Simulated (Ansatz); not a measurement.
A relaxation of the atoms of NbH (Cmm2, 4 atoms in the cell) with Ansatz (a program for electronic structure).

Method of the run: LDA (PW92), default PAW files made with PBE (plane waves; Ansatz).

The change in words: one atom moved by 0.15 angstrom; relax: default → atoms; relax.f_tol: default → 0.002 eV/Å. Reference geometry:
```xyz
4
Lattice="1.8398 -2.3860 0.0000 1.8398 2.3860 0.0000 0.0000 0.0000 4.7898" Properties=species:S:1:pos:R:3 pbc="T T T"
Nb     1.8398    -1.1930     1.2877
Nb     1.8398     1.1930     3.5021
H      0.9199     0.0000     0.0000
H      2.7597     0.0000     0.0000
```

Reference input (self-consistent single point, DFT, LDA (PW92), plane waves, default PAW files made with PBE): basis.ecutwfc = 420 eV; kpoints.mp_grid.grid = 11 11 7; hamiltonian.xc = lda; hamiltonian.pseudopotentials = {kind: paw} (the program's default PAW files); scf.occupations.method = fermi_dirac; scf.occupations.width = 0.1 eV. This run's input differs from it in these lines:

```diff
@@ -7,3 +7,3 @@
   atoms:
-    - { symbol: Nb, position: [0.75000000, 0.25000000, 0.26884000] }
+    - { symbol: Nb, position: [0.75000000, 0.25000000, 0.30015600] }
     - { symbol: Nb, position: [0.25000000, 0.75000000, 0.73116000] }
@@ -24,2 +24,4 @@
     width: 0.1 eV
+relax:
+  f_tol: 0.002
 output:
```

The program printed (abridged):

```
   [... SCF lines of the steps left out ...]
relax step   1: F+E_penalty+E_count = -8917.15548611 eV  Δ(F+E_penalty+E_count) = +0.000e0 eV  max|allowed force component| = 1.930e0 eV/Å  Δτ_max = 0.0000 Å  (7 SCF iters, dr2 threshold 1.00e-7 eV, accepted)
relax step   2: F+E_penalty+E_count = -8917.17689914 eV  Δ(F+E_penalty+E_count) = -2.141e-2 eV  max|allowed force component| = 1.732e0 eV/Å  Δτ_max = 0.1953 Å  (6 SCF iters, dr2 threshold 1.00e-4 eV, accepted)
relax step   3: F+E_penalty+E_count = -8917.30510894 eV  Δ(F+E_penalty+E_count) = -1.282e-1 eV  max|allowed force component| = 1.130e-1 eV/Å  Δτ_max = 0.0884 Å  (6 SCF iters, dr2 threshold 1.00e-4 eV, accepted)
relax step   4: F+E_penalty+E_count = -8917.30568575 eV  Δ(F+E_penalty+E_count) = -5.768e-4 eV  max|allowed force component| = 8.924e-3 eV/Å  Δτ_max = 0.0076 Å  (4 SCF iters, dr2 threshold 7.98e-7 eV, accepted)
relax step   5: F+E_penalty+E_count = -8917.30568938 eV  Δ(F+E_penalty+E_count) = -3.632e-6 eV  max|allowed force component| = 1.558e-5 eV/Å  Δτ_max = 0.0005 Å  (4 SCF iters, accepted)
the relaxation is at rest under the 4 symmetry operations that the run kept from its start: a minimum is not shown …
Stability not checked: this state was not tested for a lower state beside it, because too few of the mixer's solves of this state at the end of the SCF gave a …
Free energy (F): -8917.305689 eV
Internal energy: -8917.271936 eV  (E = F + TS)
E sigma→0 (E₀):  -8917.288813 eV
Entropy (-TS):   -0.033753 eV (-8.438 meV/atom)
Fermi energy:    15.931624 eV
--- Forces (eV/Å), atoms counted from 1 ---
  atom   1  Nb     0.00000000    -0.00000000     0.00001365
   [... lines left out ...]
  F+E_penalty+E_count = -8917.30568938 eV   max|allowed force component| = 1.558e-5 eV/Å
  atoms:
    - { symbol: Nb, position: [0.75, 0.25000000000000006, 0.27631105875432177] }
    - { symbol: Nb, position: [0.25000000000000006, 0.75, 0.7393458709516191] }
    - { symbol: H, position: [0.25, 0.25, 0.00782953514702955] }
    - { symbol: H, position: [0.75, 0.75, 0.00782953514702955] }
```

The run converged.  The full log also holds: “iter 5 did not close the SCF: its close was put off for the readings that it lacked (scf_convergence_deferred on its scf_iter line)”.

Summary of the result:
- Free energy E − TS (on the zero of these files) = -8917.3057 eV
- Fermi level (on the code's own zero) = 15.93 eV
- Pressure = -8.40 GPa
- Relaxation steps = 5

The starting cell comes from a database of computed structures (which also holds hypothetical and non-ambient phases and stackings), without a prior relaxation at this level. Its lattice was rescaled by up to half a per cent. For this run, on top of that: one atom moved by 0.15 angstrom. Spin polarisation is off. The relaxation keeps the symmetry of its start, so its end need not be a minimum. Ansatz's pressure includes its estimate of the finite-basis (Pulay) stress.

Cost on one core of a shared machine: roughly 40 s.

Keys are those of Ansatz 0.2.
